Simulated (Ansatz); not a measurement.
Structure of amorphous Si₃₀N₄₀Ru (periodic cell):

```
CELL_PARAMETERS angstrom
      9.00458    -0.02210    -0.24366
     -0.02210     9.35534     0.19404
     -0.24366     0.19404     9.51516
ATOMIC_POSITIONS crystal
  Si 0.38349 0.75158 0.45564
  Si 0.40089 0.42406 0.47812
  Si 0.96878 0.57291 0.36471
  Si 0.24979 0.85850 0.19333
  Si 0.55401 0.93517 0.21416
  Si 0.08356 0.31327 0.99243
  Si 0.02394 0.03838 0.67185
  Si 0.01078 0.60997 0.07998
  Si 0.91212 0.26656 0.51632
  Si 0.56950 0.72521 0.95964
  Si 0.25949 0.61192 0.95393
  Si 0.83703 0.92800 0.90209
  Si 0.31512 0.74381 0.70924
  Si 0.79118 0.49667 0.89758
  Si 0.68728 0.34862 0.36978
  Si 0.76463 0.00862 0.46825
  Si 0.36208 0.09743 0.00228
  Si 0.81700 0.25471 0.80749
  Si 0.79803 0.81906 0.18895
  Si 0.73552 0.51044 0.58640
  Si 0.27311 0.55336 0.22409
  Si 0.23397 0.21746 0.51811
  Si 0.97693 0.71142 0.75457
  Si 0.54885 0.42087 0.06213
  Si 0.13879 0.29998 0.28705
  Si 0.64967 0.78525 0.66134
  Si 0.59499 0.01776 0.77135
  Si 0.05992 0.02507 0.14012
  Si 0.30843 0.20589 0.76106
  Si 0.07656 0.85327 0.45721
  N  0.90326 0.65230 0.91742
  N  0.06506 0.23483 0.43436
  N  0.11921 0.48624 0.99615
  N  0.22499 0.98105 0.05767
  N  0.01762 0.68736 0.48208
  N  0.79612 0.67575 0.64631
  N  0.39158 0.73346 0.88663
  N  0.20429 0.09463 0.65151
  N  0.94222 0.20632 0.68890
  N  0.32248 0.28884 0.36764
  N  0.38610 0.51031 0.09192
  N  0.63069 0.55356 0.95937
  N  0.09580 0.47821 0.26434
  N  0.23796 0.23490 0.92042
  N  0.62193 0.80350 0.11052
  N  0.25344 0.83731 0.55127
  N  0.58845 0.44664 0.48268
  N  0.89899 0.93673 0.07569
  N  0.65672 0.36400 0.20235
  N  0.48391 0.70462 0.61579
  N  0.50556 0.09040 0.12461
  N  0.74573 0.41343 0.73912
  N  0.75375 0.19067 0.44494
  N  0.97481 0.90041 0.78867
  N  0.33342 0.33596 0.62880
  N  0.72111 0.91777 0.32023
  N  0.88979 0.65631 0.20970
  N  0.40927 0.85114 0.29955
  N  0.34087 0.58407 0.39283
  N  0.85837 0.44319 0.45864
  N  0.43797 0.08359 0.82982
  N  0.10858 0.92164 0.28994
  N  0.74409 0.09333 0.86093
  N  0.88635 0.33297 0.95962
  N  0.64099 0.96478 0.60126
  N  0.07410 0.20775 0.14799
  N  0.16211 0.65621 0.77587
  N  0.66035 0.84170 0.83943
  N  0.94959 0.97247 0.51833
  N  0.19111 0.69933 0.11654
  Ru 0.68564 0.21691 0.04516
```

Methods: PBE, scalar-relativistic without spin-orbit coupling (Ansatz, a program for electronic structure); r2SCAN, scalar-relativistic without spin-orbit coupling (Ansatz); HSE06, scalar-relativistic without spin-orbit coupling (Ansatz). Neutral PBE cell, which sets geometry, pressure and energy: sampling: a 2×2×2 Γ-centred mesh; Fermi-Dirac width 0.01 eV; collinear spin, started from moments on atoms; no Hubbard U, moments started parallel, and no other order was tried. Exact exchange is cut at the faces of this 9 Å cell, which leaves hybrid gaps a finite-size error.

It comes from a melt-quench run on a machine-learned potential (CHGNet), relaxed afterwards by DFT. N atoms were pushed apart under 1.9 Å during the dynamics, to hinder bonds among them. The hot cell started wider than the set density and was brought back towards it in steps. It is the lowest in DFT energy of 2 quenches. It is a model cell: composition and starting density were chosen by hand, and all elements were melted together. No dispersion term was used. Its density started from a set value of 3.12 and ended at 3.12 g/cm³. Cooling (nominally 380 K/ps over its main leg) ran many orders faster than in experiment, which tends to leave more defects and strain. Values belong to this one cell and scatter from quench to quench. The volume was held where the preparation left it and the shape relaxed.

Give the pressure, the energy against reference phases and the spacing of the highest filled and lowest empty levels.


| Property | Value |
|---|---|
| Pressure on a 2×2×2 Γ-centred mesh | 66.6 kbar |
| Largest force and stress component on that mesh (the relaxation ran on the zone centre alone) | 0.10 eV/Å and 6.7 GPa |
| Energy relative to beta Si3N4 + hcp Ru (lowest mix at this level among the phases computed, not always the ambient ones) | 0.397 eV/atom |
| Level gap on a 2×2×2 Γ-centred mesh (PBE) | 0.86 eV |
| Level gap at the zone centre (PBE) | 0.90 eV |
| Level gap at the zone centre (r2SCAN) | 1.21 eV |
| Level gap at the zone centre (HSE06) | 2.24 eV |
| Distance between the nearest levels spread over more than a fifth of the atoms or a third of the atoms of their main element (six at least) (PBE, zone centre) | 3.29 eV |
| Net moment | 0.00 μB |

At PBE and the zone centre, how localised are the states just below and above the Fermi level (participation number: the atoms over which a state spreads)?

The highest filled state is spread over 2.1 atoms' worth, largest on Ru71, with weights by element (charge in smoothed Voronoi cells) Ru 0.68, N 0.24, Si 0.08. The lowest empty state is spread over 49.2 atoms' worth, largest on Si23, with weights by element (charge in smoothed Voronoi cells) N 0.49, Si 0.46, Ru 0.05.

At PBE the levels at the filled edge of the gap are localised (band-tail or defect states), and the nearest spread-out levels lie 3.3 eV apart at the zone centre.

Neighbours within Si-Si 2.60 Å, Si-N 2.30 Å, Si-Ru 2.83 Å, N-N 1.70 Å, N-Ru 2.39 Å, Ru-Ru 3.21 Å count as bonded. Two cations that share two anions don't count as bonded, nor two that share one unless they lie closer than Si-Si 2.38 Å, Si-Ru 2.75 Å, Ru-Ru 3.12 Å.

Added carriers, by PBE, scalar-relativistic without spin-orbit coupling run with Ansatz on the zone centre alone. Charged cells keep the cell fixed and stand in a uniform background, with no image correction, at a width of 0.01 eV; where the count is odd the moment is locked at 1 μB, unless the neutral cell bore moments. Each starts from the undistorted neutral geometry alone. PBE's self-interaction favours spread-out carriers, so it can miss traps that a hybrid finds.

What happens at PBE when the cell takes an extra electron and the atoms relax?

Relaxation lowers the charged cell by 1.71 eV. The largest moves are N64 0.95 Å, Si8 0.81 Å, Si18 0.60 Å, N42 0.41 Å. The level that holds the added charge spreads over 3.8 atoms' worth, most on Ru71 (weight 0.48): a localised (trapped) carrier, which neighbours of that atom can share. Bonds broken: Si6-N64, Si8-N70, Si18-N64, N63-Ru71. Bonds formed: Si6-Si18, Si8-N64. Made neutral again at that geometry, the cell lies +0.25 eV from the neutral start.

What happens at PBE when the cell takes a hole and the atoms relax?

Relaxation lowers the charged cell by 0.36 eV. The largest moves are Ru71 0.13 Å, N63 0.06 Å, N64 0.05 Å, Si18 0.05 Å. The level that was emptied spreads over 2.4 atoms' worth, most on Ru71 (weight 0.63): a localised (trapped) carrier, which neighbours of that atom can share. No bond crosses its cut-off with a change of over 0.15 Å (metal-metal contacts aside). Made neutral again at that geometry, the cell lies +0.34 eV from the neutral start.
